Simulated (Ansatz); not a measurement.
The structure below was relaxed with DFT with r2SCAN, PAW potentials and a 500 eV plane-wave cutoff in Ansatz (a quantum-chemistry and plane-wave program), no spin-orbit coupling, earlier PAW set.

Space group P-3m1 (No. 164); a = b = 2.8083 Å, c = 7.0088 Å, α = β = 90.00°, γ = 120.00°

```json
[
 {"atom": "Pt", "site": "2d", "symmetry": "3m.", "x": "0.6667", "y": "0.3333", "z": "0.3371"},
 {"atom": "Au", "site": "1a", "symmetry": "-3m.", "x": "0.0000", "y": "0.0000", "z": "0.0000"}
]
```

**Question.** Write out a cell with all atoms.

**Answer.** 
```
Pt2Au
1.0
    2.80827     0.00000     0.00000
   -1.40413     2.43203     0.00000
    0.00000     0.00000     7.00883
Pt Au
2 1
Direct
  0.33333   0.66667   0.66290
  0.66667   0.33333   0.33710
  0.00000   0.00000   0.00000
```
This is the conventional cell.

These are small ordered cells, not random alloys; other orderings at the same x differ. Whether these cells are dynamically stable was not tested. The final runs are not spin-polarised. An odd electron count without spin: Pt2Au. The cell was made from Au by this change: x(Pt) = 0.667, 3 atoms, P-3m1. Pt2Au has a high density of states at the Fermi level and may be magnetic at this level.
